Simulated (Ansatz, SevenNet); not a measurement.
Al2Cu (model structure, started from the Al2Cu type, I4/mcm, No. 140, 6 atoms in the cell): bulk modulus B0 by level of theory

No measured value is used here.

| level (code) | value (GPa) | cell (Å³/atom) |
|---|---|---|
| SevenNet-0 | 89.6 | 14.78 |
| SevenNet-l3i5 | 97.8 | 14.85 |
| LDA (Ansatz) | 115 | 14.04 |
| PBEsol (Ansatz) | ___ | 14.45 |
| r²SCAN (Ansatz) | 114 | 14.40 |

Question: Some entries are withheld; supply them.

Answer: 
- PBEsol (Ansatz, a quantum-chemistry and plane-wave program), value (GPa): 109

LDA, PBEsol, r²SCAN: the bulk modulus is −V dP/dV from two relaxed cells at ±2 % in volume. Each level is taken at its own relaxed cell. Cutoffs differ between the levels. Ansatz's density-functional and Hartree–Fock values are scalar-relativistic unless marked +SOC, with PAW data made under PBE.

Machine-learned potentials (SevenNet-0, SevenNet-l3i5) are trained on DFT data: a solid inside that data is no test of them.

A model structure was made by putting elements into a prototype or built by hand; here it ended with the formula and space group of a phase in our tables.
